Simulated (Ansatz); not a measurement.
# BeTe: energy against strain

BeTe (zinc blende, F-43m, 22.627 Å³/atom at rest, cube axes along x, y and z) under a strain ε along a cube axis (axis z), the other axes held. r2SCAN in Ansatz, a plane-wave DFT program (PAW, default set), 500 eV, 10×10×10 Γ-centred mesh, Fermi-Dirac smearing 0.05 eV; ions are relaxed within the symmetry of each cell.

Here s stands for strain and y for E less E0.

| strain (%) | E less E0 (meV/atom) |
|---|---|
| -1.50 | 1.65 |
| -1.00 | 0.73 |
| -0.50 | 0.18 |
| 0.00 | 0.00 |
| 0.50 | 0.17 |
| 1.00 | 0.70 |
| 1.50 | 1.57 |
| 3.00 | ? |

The 7 complete rows are fitted with a parabola, y against s. Least squares gives y = -0.002 - 0.0221·s + 0.7167·s². Residuals (row less fit): 0.006, -0.007, -0.008, 0.002, 0.004, 0.007, -0.007; standard error 0.008 (degrees of freedom: 4). Twice the quadratic coefficient over the volume, 2 × 0.7167 meV × 10⁴ × 0.1602 / 22.627 Å³, is the elastic constant C11 = 101 ± 0.5 GPa.

Q: Predict the withheld y at s = 3.00 from the fit, and compare with the calculation.

A: y = -0.002 - 0.0221 × 3.0 + 0.7167 × 3.0² = 6.382 meV/atom. The calculation gives 6.25 meV/atom, 0.132 meV/atom below the prediction (2.1 % of the range of y in the table). The row lies outside the fitted rows, so this is an extrapolation. From the scatter of the fitted rows alone, a prediction at this place has a standard error of 0.032 meV/atom, so the miss is 4.1 times that.

One order more, fitted to all 13 runs of the series, follows each within 0.01, so the miss is the next term of a smooth law. Rows are the converged runs of the series near zero and its far end; series whose fitted rows scatter by over a few per cent of the range, as at a crossing or softening among them, aren't shown in this form. Most that stay on the fit to the last digits aren't either.
